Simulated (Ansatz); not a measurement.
## Convergence series on TcPt (R-3m, 2 atoms in the cell)

```
CELL_PARAMETERS angstrom
      1.35108     0.78004     4.31678
     -1.35108     0.78004     4.31678
      0.00000    -1.56009     4.31678
ATOMIC_POSITIONS crystal
  Tc 0.00000 0.00000 0.00000
  Pt 0.50000 0.50000 0.50000
```

Computed with r2SCAN, default PAW files made with PBE (plane waves; Ansatz, a first-principles code).

The starting cell was generated: these elements placed on a structure prototype, without a prior relaxation; it need not be a known phase or ordering of this composition. Its lattice was rescaled by a random factor within 2.5 % of one. Spin polarisation is off. In the base run, with a pressure of about 25 GPa the cell is away from its equilibrium volume at this level. Ansatz's pressure includes its estimate of the finite-basis (Pulay) stress.

Held fixed: kpoints.mp_grid.grid = 14 14 14; hamiltonian.xc = r2scan; hamiltonian.pseudopotentials = {kind: paw} (the program's default PAW files); scf.occupations.method = gaussian; scf.occupations.width = 0.05 eV.

ΔF is the free energy per atom less that of the last row (1e-12 eV).

Ansatz corrects its stress for the error left by an unfinished SCF, so loose thresholds cost less than they might elsewhere.

```tsv
scf.convergence.dr2_threshold	ΔF (meV/atom)	pressure (GPa)	iterations
0.1 eV	7.3	25.95	4
0.01 eV	0.66	25.22	5
0.001 eV	0.04	25.32	6
0.0001 eV	0.00	25.36	7
1e-05 eV	0.00	25.36	7
1e-06 eV	0.00	25.35	9
1e-08 eV	0.00	25.35	11
1e-10 eV	0.00	25.35	11
1e-12 eV	0.00	25.35	13
```

Energy within 5 meV/atom of the last row: from scf.convergence.dr2_threshold = 0.01 eV on; the one before it is off by 7.3 meV/atom.

Pressure within 0.05 GPa of the last row: from scf.convergence.dr2_threshold = 0.001 eV on; the one before it is off by 0.13 GPa. The value it settles on is 25.35 GPa at this level of theory and with the other settings as held.

Keys are those of Ansatz 0.2.
